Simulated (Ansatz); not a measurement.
Consider BN (space group P4_2/mnm, No. 136; a model cell, its experimental status unchecked).

```yaml
crystal:
  lattice:
    - [4.39877, 0.00000, 0.00000]
    - [0.00000, 4.39877, 0.00000]
    - [0.00000, 0.00000, 2.53844]
  atoms:
    - { symbol: B, position: [0.82589, 0.17411, 0.50000] }
    - { symbol: B, position: [0.17411, 0.82589, 0.50000] }
    - { symbol: B, position: [0.32589, 0.32589, 0.00000] }
    - { symbol: B, position: [0.67411, 0.67411, 0.00000] }
    - { symbol: N, position: [0.81241, 0.81241, 0.50000] }
    - { symbol: N, position: [0.18759, 0.18759, 0.50000] }
    - { symbol: N, position: [0.68759, 0.31241, 0.00000] }
    - { symbol: N, position: [0.31241, 0.68759, 0.00000] }
```

Levels (all Ansatz, an electronic-structure program, PAW): PBEsol (420 eV, no spin-orbit coupling); r2SCAN (500 eV, without spin-orbit coupling).

The geometry is relaxed with PBEsol.

| Quantity | Result |
|---|---|
| PBEsol lowest conduction level above the VBM at special points | A 6.13 eV; Z 6.32 eV; R 6.75 eV; Γ 7.00 eV |
| PBEsol smallest direct gap | 5.73 eV |
| PBEsol pressure | 0.01 GPa |

### Question
Predict the lowest conduction level above the VBM at special points, smallest direct gap and pressure from r2SCAN.

### Answer
The lowest conduction level above the VBM at special points becomes A 6.87 eV; Z 7.11 eV; R 7.48 eV; Γ 7.69 eV (PBEsol: A 6.13 eV; Z 6.32 eV; R 6.75 eV; Γ 7.00 eV); the smallest direct gap goes up by 0.76 eV (5.73 eV → 6.49 eV); the pressure grows by 0.72 GPa, from 0.01 GPa to 0.73 GPa.

Single points use the geometry relaxed with PBEsol. Their cutoffs differ, which shifts pressures a little. Whether these cells are dynamically stable was not tested.
